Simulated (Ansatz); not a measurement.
# How far PBE and PBEsol part for hypothetical diamond V, pressure −1 GPa

The reference is V in the diamond structure (space group Fd-3m, No. 227; a = 5.4674 Å; ferromagnetic; a hypothetical phase, not in the database extracts checked).

(Cell as relaxed with PBE.)

Levels (all Ansatz, a quantum-chemistry and plane-wave program, PAW): PBE (420 eV, no spin-orbit coupling); PBEsol (420 eV, no spin-orbit coupling).

Each level relaxes its own structure.

| base | PBE | PBEsol |
|---|---|---|
| volume per atom | 20.43 Å³ | 19.27 Å³ |
| lattice parameter a | 10.332 bohr | 10.133 bohr |
| band gap | zero | zero |
| largest site moment | 1.45 μB | 1.38 μB |

Perturbation: hydrostatic tension (pressure −1 GPa).

| quantity | PBE | PBEsol |
|---|---|---|
| lattice parameter a | 10.391 bohr | 10.188 bohr |
| magnetic state | ferromagnetic | ferromagnetic |

PBE's lattice parameter a lies 0.203 bohr above PBEsol's (2.0 %); the two agree on the magnetic state. Neither level is exact; PBEsol is the comparison here, not a measurement.

Other magnetic orders, which the real material may have, were not ruled out. Load acts through the strain it causes; cell and atoms are relaxed under it. No phonon test of stability was made.
